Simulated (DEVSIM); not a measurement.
Structure: abrupt Si n-p junction, at 300 K.

```
layer (left to right)  material  thickness (μm)  Nd (cm⁻³)  Na (cm⁻³)  τn (s)  τp (s)
---------------------  --------  --------------  ---------  ---------  ------  ------
1                            Si            46.0     2.7e16          -  9.3e-5  9.3e-5
2                            Si            2.50          -     7.9e16  9.3e-5  9.3e-5
```

Left contact: ohmic. Right contact: ohmic. Voltage is applied to the left contact. Recombination: SRH at mid-gap, radiative, Auger. Mobility is constant in doping.

The device is made up for the run: typed textbook-type constants, with dimensions and the other settings drawn at random. Values at 300 K.

```
parameter           Si
-------------  -------
gap (eV)         1.124
affinity (eV)     4.05
permittivity      11.7
Nc (cm⁻³)      2.86e19
Nv (cm⁻³)       3.1e19
μn (cm²/Vs)       1417
μp (cm²/Vs)        470
B (cm³/s)      4.7e-15
Cn (cm⁶/s)     2.8e-31
Cp (cm⁶/s)     9.9e-32
```

DEVSIM, 1D drift-diffusion, Boltzmann statistics, complete ionisation; no tunnelling, impact ionisation, image-force lowering or self-heating.

### Question
Give the dark forward current.

### Answer

```json
[
 {"V (V)": "-0.05", "J (A/cm²)": "-2.5e-10"},
 {"V (V)": "-0.10", "J (A/cm²)": "-1.8e-9"},
 {"V (V)": "-0.15", "J (A/cm²)": "-1.3e-8"},
 {"V (V)": "-0.20", "J (A/cm²)": "-8.6e-8"},
 {"V (V)": "-0.25", "J (A/cm²)": "-5.9e-7"},
 {"V (V)": "-0.30", "J (A/cm²)": "-4.1e-6"},
 {"V (V)": "-0.35", "J (A/cm²)": "-2.8e-5"},
 {"V (V)": "-0.40", "J (A/cm²)": "-0.00019"},
 {"V (V)": "-0.45", "J (A/cm²)": "-0.0013"},
 {"V (V)": "-0.50", "J (A/cm²)": "-0.0092"},
 {"V (V)": "-0.55", "J (A/cm²)": "-0.064"},
 {"V (V)": "-0.60", "J (A/cm²)": "-0.44"},
 {"V (V)": "-0.65", "J (A/cm²)": "-2.8"},
 {"V (V)": "-0.70", "J (A/cm²)": "-14"},
 {"V (V)": "-0.75", "J (A/cm²)": "-47"},
 {"V (V)": "-0.80", "J (A/cm²)": "-100"},
 {"V (V)": "-0.85", "J (A/cm²)": "-190"},
 {"V (V)": "-0.90", "J (A/cm²)": "-300"},
 {"V (V)": "-0.95", "J (A/cm²)": "-440"},
 {"V (V)": "-1.00", "J (A/cm²)": "-610"},
 {"V (V)": "-1.05", "J (A/cm²)": "-810"},
 {"V (V)": "-1.10", "J (A/cm²)": "-1000"},
 {"V (V)": "-1.15", "J (A/cm²)": "-1300"},
 {"V (V)": "-1.20", "J (A/cm²)": "-1600"},
 {"V (V)": "-1.25", "J (A/cm²)": "-1900"},
 {"V (V)": "-1.30", "J (A/cm²)": "-2200"}
]
```
